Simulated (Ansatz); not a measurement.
## A computed series for Ir: pressure series

Take Ir in the fcc (Cu type) structure (space group Fm-3m, No. 225; a = 3.871 Å) as the base.

Cell and atoms are relaxed at each pressure.

All numbers come from Ansatz (a program for electronic structure), PBE, PAW, cutoff 420 eV, no spin-orbit coupling.

Notes on the quantities. enthalpy: H = E + PV relative to the base's energy.

```json
[
 {"variant": "base", "enthalpy": "–", "volume per atom": "14.50 Å³"},
 {"variant": "pressure −2 GPa", "enthalpy": "-0.18 eV/atom", "volume per atom": "14.59 Å³"},
 {"variant": "pressure −1 GPa", "enthalpy": "-0.09 eV/atom", "volume per atom": "14.54 Å³"},
 {"variant": "pressure 0.9 GPa", "enthalpy": "+0.08 eV/atom", "volume per atom": "14.46 Å³"},
 {"variant": "pressure 2.1 GPa", "enthalpy": "+0.19 eV/atom", "volume per atom": "14.41 Å³"},
 {"variant": "pressure 4.5 GPa", "enthalpy": "+0.40 eV/atom", "volume per atom": "14.32 Å³"},
 {"variant": "pressure 9 GPa", "enthalpy": "+0.80 eV/atom", "volume per atom": "14.15 Å³"},
 {"variant": "pressure 15 GPa", "enthalpy": "+1.33 eV/atom", "volume per atom": "13.94 Å³"},
 {"variant": "pressure 22.5 GPa", "enthalpy": "+1.98 eV/atom", "volume per atom": "13.71 Å³"},
 {"variant": "pressure 30 GPa", "enthalpy": "+2.61 eV/atom", "volume per atom": "?"}
]
```

Task: Some entries are withheld; estimate them.

Result: 
- pressure 30 GPa, volume per atom: 13.49 Å³

Load acts through the strain it causes; cell and atoms are relaxed under it. Whether these cells are dynamically stable was not tested. No other phases were tried under pressure. All final runs are without spin polarisation.
